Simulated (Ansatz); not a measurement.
**SnPt₃ in the Cu3Au type structure (space group Pm-3m, No. 221)**

Space group Pm-3m (No. 221); a = 4.006 Å, b = 4.006 Å, c = 4.006 Å, α = 90.00°, β = 90.00°, γ = 90.00°

```tsv
atom	site	symmetry	x	y	z
Sn	1a	m-3m	0.0000	0.0000	0.0000
Pt	3c	4/mm.m	0.0000	0.5000	0.5000
```

Calculations: PBEsol (Ansatz, an electronic-structure program; PAW; 420 eV plane waves; no spin-orbit coupling). k-mesh 12×12×12 (Γ-centred); smearing 0.05 eV (Fermi–Dirac).

The volume per atom is 16.08 Å³ and the density is 18.18 g/cm³. The band gap is zero and the total energy is -10775.704 eV/atom (σ→0; compares only within this code and set-up).

With Pt present, leaving out spin-orbit coupling can change the band edges. No phonon test of stability was made. The final runs are not spin-polarised.
